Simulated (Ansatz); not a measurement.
Start from BaAg2GeS4 (space group I-42m, No. 121; a = 6.726 Å, c = 8.050 Å). Axes: x, y, z lie along a, b, c of the conventional cell.

Perturbation: uniaxial strain ε_zz = +3.00 %, all other strain components held at zero; the atoms relax in the strained cell.

All numbers come from Kohn–Sham DFT with the PBEsol functional, run in Ansatz (a program for electronic structure) with PAW and 420 eV plane waves, no spin-orbit coupling.

Base, band edges from the VBM (valence, conduction): M 0.00, 0.94; G -0.32, 1.19; R -0.32, 1.19; X -0.86, 1.70; Γ -1.13, 0.48; S₀ -0.17, 1.08; S -0.17, 1.08; N -0.41, 1.76; P -1.42, 1.52 eV.

Problem. Give the band edges at the high-symmetry points of the new zone, measured from its valence-band maximum.

Solution. 
```csv
point,valence edge (eV),conduction edge (eV)
Γ,-1.02,0.55
X,-0.74,1.80
P,-1.27,1.61
N,-0.31,1.86
M,0.00,1.09
S,-0.19,1.26
S₀,-0.19,1.26
R,-0.35,1.39
G,-0.35,1.39
```

The gap is 0.55 eV, indirect, M → Γ.

Stability against distortions was not tested.
